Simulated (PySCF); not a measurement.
PySCF 2.14.0, unrestricted PBE/def2-svp, df: Ni(Cl)(OMe) (C[O][Ni][Cl]), charge 0, multiplicity 3, 7 atoms. The geometry is a generated start, not checked to be a minimum at this level.

- task: energy
- method: pbe
- basis: def2-svp
- two-electron scheme: density fitting
- mol.max_memory: 16000 MB
- mf.max_cycle: 100
- mf.diis_space: 4
- mf.init_guess: minao (default)
- mf.DIIS: CDIIS (default)
- mf.conv_tol: 1e-09 (default)
- mf.grids.level: 3 (default)
- basis functions: 92
- grid points: 97144

It runs on a single node (Arm Neoverse V2, 96 cores on 1 socket, no SMT, 1 L3 cache group).

Run on 16 threads, 1 BLAS thread, it takes 5.8 s from launch to exit:

```bash
OMP_NUM_THREADS=16 OPENBLAS_NUM_THREADS=1 python -u run.py
```

From its output:

```
[INPUT] num. atoms = 7
[INPUT] num. electrons = 62
number of NR cGTOs = 92
basis = def2-svp
method = DFUKS
initial guess = minao
DIIS = <class 'pyscf.scf.diis.CDIIS'>
diis_space = 4
direct_scf = False
max_memory 16000 MB (current use 107 MB)
XC functionals = pbe
grids dens level: 3
tot grids = 97144
  alpha nocc = 32  HOMO = 0.0828562637089281  LUMO = 0.192626148580396
WARN: beta  nocc = 30  HOMO 0.0737040217174541 >= LUMO 0.0743035928375103
WARN: alpha nocc = 32  HOMO -1.25803363785146 >= LUMO -1.25757394815893
  beta  nocc = 30  HOMO = -1.80831087324716  LUMO = -1.50130305612791
  alpha nocc = 32  HOMO = -0.598757564177495  LUMO = -0.528039709811202
  beta  nocc = 30  HOMO = -0.59498359854316  LUMO = -0.561164300300443
  alpha nocc = 32  HOMO = -0.0406822474925286  LUMO = 0.0138819772104197
  beta  nocc = 30  HOMO = -0.0588132610218273  LUMO = -0.0399645371859381
  alpha nocc = 32  HOMO = 0.0694594905021043  LUMO = 0.138347803863121
  beta  nocc = 30  HOMO = 0.060253156112467  LUMO = 0.0626259591657304
  alpha nocc = 32  HOMO = 0.0880667932014954  LUMO = 0.157149759955813
  beta  nocc = 30  HOMO = 0.0588226302247288  LUMO = 0.0612279569792026
  alpha nocc = 32  HOMO = -0.0528449754212426  LUMO = -0.0153617630100307
  beta  nocc = 30  HOMO = -0.159761824379896  LUMO = -0.0375949048317648
  alpha nocc = 32  HOMO = -0.117305798394431  LUMO = -0.102345557561678
  beta  nocc = 30  HOMO = -0.222710772173921  LUMO = -0.171940035525981
  alpha nocc = 32  HOMO = -0.193712613619984  LUMO = -0.165066447129473
  beta  nocc = 30  HOMO = -0.339376036680968  LUMO = -0.260185943454334
  alpha nocc = 32  HOMO = -0.333950521961526  LUMO = -0.100746775713377
  beta  nocc = 30  HOMO = -0.321859173445061  LUMO = -0.316499223321513
  alpha nocc = 32  HOMO = -0.103134556122258  LUMO = 0.0159358974516053
  beta  nocc = 30  HOMO = -0.149131635627289  LUMO = -0.0938813804514024
  alpha nocc = 32  HOMO = -0.0677520298772322  LUMO = 0.0189020595082203
  beta  nocc = 30  HOMO = -0.184376750728302  LUMO = -0.0620848969213349
  alpha nocc = 32  HOMO = -0.0924766003704343  LUMO = 0.0363819514778045
  beta  nocc = 30  HOMO = -0.0718304808480664  LUMO = -0.0680919832651699
  alpha nocc = 32  HOMO = -0.198183049919627  LUMO = -0.00285708322073219
  beta  nocc = 30  HOMO = -0.177507582071025  LUMO = -0.163342999271359
  alpha nocc = 32  HOMO = -0.212753556039625  LUMO = -0.00876314555987268
  beta  nocc = 30  HOMO = -0.184234517931023  LUMO = -0.156757272715406
  alpha nocc = 32  HOMO = -0.210135334869848  LUMO = -0.00818842659168695
  beta  nocc = 30  HOMO = -0.184604548149486  LUMO = -0.152856050373593
  alpha nocc = 32  HOMO = -0.212498304756016  LUMO = -0.00863526563577288
  beta  nocc = 30  HOMO = -0.188078471140304  LUMO = -0.155517209007188
  alpha nocc = 32  HOMO = -0.213470380085985  LUMO = -0.00871997239850053
  beta  nocc = 30  HOMO = -0.18793623687114  LUMO = -0.155739395669985
  alpha nocc = 32  HOMO = -0.212527328702934  LUMO = -0.00841093345943289
  beta  nocc = 30  HOMO = -0.187029584780356  LUMO = -0.15478583462793
  alpha nocc = 32  HOMO = -0.212776547748651  LUMO = -0.00851813339126561
  beta  nocc = 30  HOMO = -0.187495052531549  LUMO = -0.155095580349716
  alpha nocc = 32  HOMO = -0.212813233922085  LUMO = -0.00852606161508263
  beta  nocc = 30  HOMO = -0.187478755868082  LUMO = -0.155107172816133
  alpha nocc = 32  HOMO = -0.21282400224707  LUMO = -0.00851536926938667
  beta  nocc = 30  HOMO = -0.18745843331262  LUMO = -0.155099571888656
  alpha nocc = 32  HOMO = -0.212820439843147  LUMO = -0.00851448698172153
  beta  nocc = 30  HOMO = -0.187434456990749  LUMO = -0.155082294073368
  alpha nocc = 32  HOMO = -0.212811341537764  LUMO = -0.00851243981051475
  beta  nocc = 30  HOMO = -0.187449274083854  LUMO = -0.155082758175672
  alpha nocc = 32  HOMO = -0.212831792278879  LUMO = -0.00851701156417839
  beta  nocc = 30  HOMO = -0.18745091857772  LUMO = -0.155095524169449
  alpha nocc = 32  HOMO = -0.212821400704386  LUMO = -0.00851182582772481
  beta  nocc = 30  HOMO = -0.187434080152238  LUMO = -0.155081290079602
  alpha nocc = 32  HOMO = -0.212833517932954  LUMO = -0.00851498399469808
  beta  nocc = 30  HOMO = -0.187443474804577  LUMO = -0.155091671031438
  alpha nocc = 32  HOMO = -0.212831298316634  LUMO = -0.00851328126328976
  beta  nocc = 30  HOMO = -0.187432813246719  LUMO = -0.155085961059128
  alpha nocc = 32  HOMO = -0.212835099979921  LUMO = -0.00851333807404764
  beta  nocc = 30  HOMO = -0.187425670943499  LUMO = -0.155085234982353
  alpha nocc = 32  HOMO = -0.212835541065823  LUMO = -0.00851297428088937
  beta  nocc = 30  HOMO = -0.187429161101542  LUMO = -0.155086535170857
  alpha nocc = 32  HOMO = -0.212838635922668  LUMO = -0.00851334035777729
  beta  nocc = 30  HOMO = -0.187425847419797  LUMO = -0.155086707374201
  alpha nocc = 32  HOMO = -0.212835001379965  LUMO = -0.00851145407547005
  beta  nocc = 30  HOMO = -0.18741792441832  LUMO = -0.155081346148759
  alpha nocc = 32  HOMO = -0.212840767969477  LUMO = -0.00851275013133712
  beta  nocc = 30  HOMO = -0.187421388114371  LUMO = -0.155086039893061
  alpha nocc = 32  HOMO = -0.21284309450709  LUMO = -0.00851233058661016
  beta  nocc = 30  HOMO = -0.18741739713591  LUMO = -0.155085296934277
  alpha nocc = 32  HOMO = -0.212840441536278  LUMO = -0.00851196585351577
  beta  nocc = 30  HOMO = -0.187414683578533  LUMO = -0.155082779347756
  alpha nocc = 32  HOMO = -0.212842594291242  LUMO = -0.00851157525634694
  beta  nocc = 30  HOMO = -0.187412215763573  LUMO = -0.155083057696188
  alpha nocc = 32  HOMO = -0.212847259114432  LUMO = -0.00851246851651588
  beta  nocc = 30  HOMO = -0.18741295490339  LUMO = -0.155085801793212
  alpha nocc = 32  HOMO = -0.212843324929478  LUMO = -0.00851125717814938
  beta  nocc = 30  HOMO = -0.187408425243188  LUMO = -0.155081543954913
  alpha nocc = 32  HOMO = -0.212845631236786  LUMO = -0.00851083109576223
  beta  nocc = 30  HOMO = -0.187403377048074  LUMO = -0.155080777623811
  alpha nocc = 32  HOMO = -0.212846515590905  LUMO = -0.00851164436361174
  beta  nocc = 30  HOMO = -0.18740929803419  LUMO = -0.155083803475612
  alpha nocc = 32  HOMO = -0.2128476004095  LUMO = -0.00851139927195899
  beta  nocc = 30  HOMO = -0.187405399601458  LUMO = -0.155082538164776
  alpha nocc = 32  HOMO = -0.212846777962445  LUMO = -0.00851045675093243
  beta  nocc = 30  HOMO = -0.187400571732458  LUMO = -0.155080009504878
  alpha nocc = 32  HOMO = -0.21284998633913  LUMO = -0.00851132461689197
  beta  nocc = 30  HOMO = -0.187403525780626  LUMO = -0.15508322165636
  alpha nocc = 32  HOMO = -0.212844719583819  LUMO = -0.00850894840197558
  beta  nocc = 30  HOMO = -0.187390435785445  LUMO = -0.155074317321721
integrals held in memory: False
...
    CPU time for setting up grids      0.13 sec, wall time      0.09 sec
    CPU time for vxc      1.17 sec, wall time      0.09 sec
    CPU time for df-vj      0.12 sec, wall time      0.03 sec
init E= -2082.08408850234
    CPU time for initialize scf      1.49 sec, wall time      0.25 sec
    CPU time for vxc      1.23 sec, wall time      0.09 sec
    CPU time for df-vj      0.09 sec, wall time      0.02 sec
cycle= 1 E= -2051.86879810584  delta_E= 30.2  |g|= 4.46  |ddm|= 18.2
    CPU time for cycle= 1      1.33 sec, wall time      0.12 sec
    CPU time for vxc      1.22 sec, wall time      0.09 sec
    CPU time for df-vj      0.09 sec, wall time      0.02 sec
cycle= 2 E= -2014.41139630264  delta_E= 37.5  |g|= 5.47  |ddm|= 21.2
    CPU time for cycle= 2      1.32 sec, wall time      0.12 sec
    CPU time for vxc      1.22 sec, wall time      0.09 sec
    CPU time for df-vj      0.09 sec, wall time      0.02 sec
cycle= 3 E= -2075.7998353745  delta_E= -61.4  |g|= 3.75  |ddm|= 10.5
    CPU time for cycle= 3      1.32 sec, wall time      0.12 sec
    CPU time for vxc      1.22 sec, wall time      0.09 sec
    CPU time for df-vj      0.09 sec, wall time      0.02 sec
cycle= 4 E= -2081.04013501346  delta_E= -5.24  |g|= 2.04  |ddm|= 3.26
...
    CPU time for df-vj      0.09 sec, wall time      0.02 sec
cycle= 40 E= -2082.69682305057  delta_E= 1.79e-09  |g|= 5e-05  |ddm|= 0.000107
    CPU time for cycle= 40      1.33 sec, wall time      0.12 sec
    CPU time for vxc      1.22 sec, wall time      0.09 sec
    CPU time for df-vj      0.09 sec, wall time      0.02 sec
cycle= 41 E= -2082.69682305771  delta_E= -7.15e-09  |g|= 2.88e-05  |ddm|= 0.000389
    CPU time for cycle= 41      1.32 sec, wall time      0.12 sec
    CPU time for vxc      1.23 sec, wall time      0.09 sec
    CPU time for df-vj      0.09 sec, wall time      0.02 sec
cycle= 42 E= -2082.69682306372  delta_E= -6.01e-09  |g|= 3.06e-05  |ddm|= 0.000398
    CPU time for cycle= 42      1.33 sec, wall time      0.12 sec
    CPU time for vxc      1.21 sec, wall time      0.09 sec
    CPU time for df-vj      0.09 sec, wall time      0.02 sec
cycle= 43 E= -2082.69682306458  delta_E= -8.58e-10  |g|= 2.82e-05  |ddm|= 5.88e-05
    CPU time for cycle= 43      1.32 sec, wall time      0.12 sec
    CPU time for vxc      1.22 sec, wall time      0.09 sec
    CPU time for df-vj      0.09 sec, wall time      0.02 sec
    CPU time for scf_cycle     59.80 sec, wall time      5.43 sec
    CPU time for SCF     59.80 sec, wall time      5.44 sec
converged SCF energy = -2082.69682306487  <S^2> = 2.0037864  2S+1 = 3.0025232
SCF converged: True
wall of the SCF part: 5.443 s
```

Wall times, medians of two to five repeats, each run alone on the node (launch to exit). Processes are pinned to neighbouring cores unless said otherwise. The build: PyPI wheel: OpenMP (GNU), a bundled serial OpenBLAS 0.3.3 under its C layer, NumPy's threaded OpenBLAS held to generic ARMv8 kernels, libcint, Libxc; another build can shift the numbers. Scratch files lie in a memory file system.

Problem. What holds this run back, and which change relieves it on the same cores with the result kept within 1.0 meV/atom in energy, 0.050 in <S²>?

Solution. The largest part is exchange-correlation on the grid (vxc), 70 % of the time from launch to exit. The log has 45 such calls, with about 14 cores busy by their CPU and wall times. One change that relieves it (others may too): going from mf.diis_space = 4 to mf.diis_space = 8 (default), the fastest among the values tried that keep the result: 5.8 s to 4.3 s (1.3× as fast). The largest move is in exchange-correlation on the grid (vxc): 4.1 s to 2.9 s. The count of Fock builds goes from 45 to 32. SCF cycles go from 43 to 30. These two results differ by: energy under 0.001 meV/atom, <S²> under 0.001. Others tried: mf.damp = 0.5, mf.diis_start_cycle = 5, mf.diis_space = 8 (default) (4.8 s); mf.diis_space = 16 (5.2 s); mf.diis_space = 8 (default), mf.DIIS = ADIIS (8.7 s); mf.diis_space = 8 (default), mf.level_shift = 0.2 Hartree (11 s). 6 planned settings were not run, for want of time.
